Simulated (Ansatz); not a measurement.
**Response to strain in hypothetical anti-perovskite Mg3SnO**

The reference is Mg3SnO in the anti-perovskite structure (space group Pm-3m, No. 221; a hypothetical phase, not in the database extracts checked).

```
Mg3SnO
1.0
    4.39094     0.00000     0.00000
    0.00000     4.39094     0.00000
    0.00000     0.00000     4.39094
Mg Sn O
3 1 1
Direct
  0.00000   0.50000   0.50000
  0.50000   0.00000   0.50000
  0.50000   0.50000   0.00000
  0.00000   0.00000   0.00000
  0.50000   0.50000   0.50000
```

Cartesian axes are those of the cell as printed.

Strains are applied to the cell and any free atomic positions relax; under biaxial strain the out-of-plane vector relaxes too.

Method: Ansatz (an electronic-structure program), PBE, PAW, cutoff 420 eV, no spin-orbit coupling.

Notes on the quantities. energy relative to the base: free energy F; pressure: mean of the normal stresses, compression positive.

```json
[
 {"variant": "base", "energy relative to the base": "0 meV/atom", "pressure": "0.0 GPa", "shortest interatomic distance": "2.195 Å"},
 {"variant": "biaxial strain −3.81 %, plane normal [110], relaxed out of plane", "energy relative to the base": "…", "pressure": "…", "shortest interatomic distance": "…"},
 {"variant": "isotropic strain +0.71 %", "energy relative to the base": "+1.6 meV/atom", "pressure": "-1.4 GPa", "shortest interatomic distance": "2.211 Å"},
 {"variant": "uniaxial strain ε_zz = +1.09 %", "energy relative to the base": "+0.7 meV/atom", "pressure": "-0.7 GPa", "shortest interatomic distance": "2.195 Å"},
 {"variant": "tensor shear ε_xy = −0.40 %", "energy relative to the base": "+0.2 meV/atom", "pressure": "0.0 GPa", "shortest interatomic distance": "2.195 Å"}
]
```

Problem. Some entries are withheld; estimate them.

Solution. 
- biaxial strain −3.81 %, plane normal [110], relaxed out of plane, energy relative to the base: +25 meV/atom
- biaxial strain −3.81 %, plane normal [110], relaxed out of plane, pressure: 4.4 GPa
- biaxial strain −3.81 %, plane normal [110], relaxed out of plane, shortest interatomic distance: 2.112 Å

Without a gap, meshes like the base's 11×11×11 leave anisotropic stresses uncertain by several tenths of a GPa, and small strain energies with them. Stability against distortions was not tested. All final runs are without spin polarisation.
